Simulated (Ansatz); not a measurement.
Abridged Ansatz (a program for electronic structure) output:

```
Relaxation: its limit of steps is 50 (relax.max_steps)
Pseudopotential: Si, paw, valence charge 4
Pseudopotential: O, paw, valence charge 6
Crystal: 9 atoms, lattice volume = 120.612 Å³
Basis set: ecut = 420 eV, 2375 PW (Γ), exchange–correlation on 72×72×72 points (8 copies of the dense FFT grid, shifted against one another)
Bands: 33, of which v1, the nominal top of the filled ones, is band 24 counted from 1 (23 counted from 0)
Symmetry: 6 space group operations
k-points: 50 of 384 (time reversal used)
Functional: x = pbesol(κ = 0.804, μ = 0.12345679012345678), c = pbesol(β = 0.046)
SCF iter   1: F=—  HF=-5239.688893 eV  |F-HF|=—  |Δ(HF+E_count)|=         —  Δρ=1.20e-2  dr2=1.34e-1  ethr=1.77e-3  ⟨swp⟩=6.7  Hψ=8788  notcnv=0  defer=42
SCF iter   2: F=—  HF=-5239.651540 eV  |F-HF|=—  |Δ(HF+E_count)|=   3.74e-2  Δρ=1.66e-3  dr2=1.26e-3  ethr=2.80e-4  ⟨swp⟩=2.2  Hψ=3202  notcnv=0  defer=127
SCF 1 converged in 6 iterations: F = -5239.652330 eV  dr2 = 2.32e-8
relax step   1: F+E_penalty+E_count = -5239.65233050 eV  Δ(F+E_penalty+E_count) = +0.000e0 eV  max|allowed force component| = 7.471e-1 eV/Å  Δτ_max = 0.0000 Å  P = -7.505 GPa  Ω = 120.612 Å³  fix = [a, b, gamma]  reactions: a -9.384, b -9.384 GPa  (6 SCF iters, dr2 threshold 1.00e-7 eV, accepted)
[... steps on the carried basis left out ...]
relax step  12: F+E_penalty+E_count = -5239.79497358 eV  Δ(F+E_penalty+E_count) = +1.073e-4 eV  max|allowed force component| = 3.101e-4 eV/Å  Δτ_max = 0.0009 Å  P = -1.350 GPa  Ω = 121.994 Å³  energy of the carried Pulay correction = -1.091e-4 eV  fix = [a, b, gamma]  reactions: a -2.025, b -2.025 GPa  (6 SCF iters, dr2 threshold 5.87e-10 eV, accepted)
Crystal: 9 atoms, lattice volume = 121.994 Å³
SCF iter   1: F=—  HF=-5239.795108 eV  |F-HF|=—  |Δ(HF+E_count)|=         —  Δρ=3.12e-6  dr2=1.97e-9  ethr=1.53e-7  ⟨swp⟩=3.3  Hψ=13622  notcnv=0
SCF iter   2: F=—  HF=-5239.795114 eV  |F-HF|=—  |Δ(HF+E_count)|=   6.68e-6  Δρ=1.85e-6  dr2=8.90e-10  ethr=4.10e-12  ⟨swp⟩=3.9  Hψ=4560  notcnv=0
SCF 13 converged in 5 iterations: F = -5239.795114 eV  dr2 = 8.11e-13
SCF converged after 5 iterations
Free energy (F): -5239.795114 eV
Internal energy: -5239.795114 eV  (E = F + TS)
E sigma→0 (E₀):  -5239.795114 eV
Fermi energy:    4.692914 eV
[...]
  atom   5  O      0.00009255     0.00030071    -0.00026637
  atom   6  O     -0.00030669     0.00007020     0.00026637
  atom   7  O      0.00009255    -0.00030071     0.00026637
  atom   8  O      0.00021414     0.00023050     0.00026637
  atom   9  O     -0.00030669    -0.00007020    -0.00026637
--- Stress (GPa, compression-positive) ---
       -2.025162      -0.000000       0.000000
       -0.000000      -2.025162       0.000000
        0.000000       0.000000       0.001371
  P = ⅓ Tr σ = -1.3497 GPa (-13.497 kbar)
--- Relaxed structure (10 steps of the walk, 10 accepted, 3 SCFs on fresh bases) ---
  cell:  # Å, volume = 121.9941 Å³
    - [5.097461521107929, -2.8867556456004885e-11, 1.0805313068231011e-18]
    - [2.5487307605789646, 4.414531172078699, -1.0805313068019051e-18]
    - [1.1361524937215774e-18, -1.967873844271854e-18, 5.421258617068327]
  atoms:
    - { symbol: Si, position: [1.1087371183702875e-16, 0.4820576404317151, 0.3333333333333333] }
    - { symbol: Si, position: [0.5179423595682843, 1.0, -2.27081084717257e-19] }
    - { symbol: Si, position: [0.4820576404317153, 0.5179423595682848, 0.6666666666666666] }
    - { symbol: O, position: [0.2448949703348438, 0.1719321114611339, 0.19746963310539048] }
    - { symbol: O, position: [0.5831729182040224, 0.2448949703348439, 0.8641362997720573] }
    - { symbol: O, position: [0.7551050296651561, 0.41682708179597777, 0.46919703356127623] }
    - { symbol: O, position: [0.8280678885388657, 0.7551050296651561, 0.13586370022794275] }
    - { symbol: O, position: [0.4168270817959776, 0.8280678885388661, 0.8025303668946094] }
    - { symbol: O, position: [0.1719321114611338, 0.5831729182040224, 0.5308029664387237] }
```

Question: What was computed, and what are the main results?

Answer: SiO2, 9 atoms in the cell, with PBEsol in Ansatz (plane waves to 420 eV, PAW, without spin-orbit coupling). The last SCF converged to F = -5239.795114 eV, or -582.1995 eV per atom, at a pressure of -1.35 GPa. The total energy compares only with runs of the same code, potentials and settings.

The cells carry an imposed strain or load. No phonon test of stability was made. The cell was made from SiO2 (space group P3_221, No. 154) by this change: biaxial strain +3.00 %, plane normal [001], relaxed out of plane.

Keys are those of Ansatz 0.2.
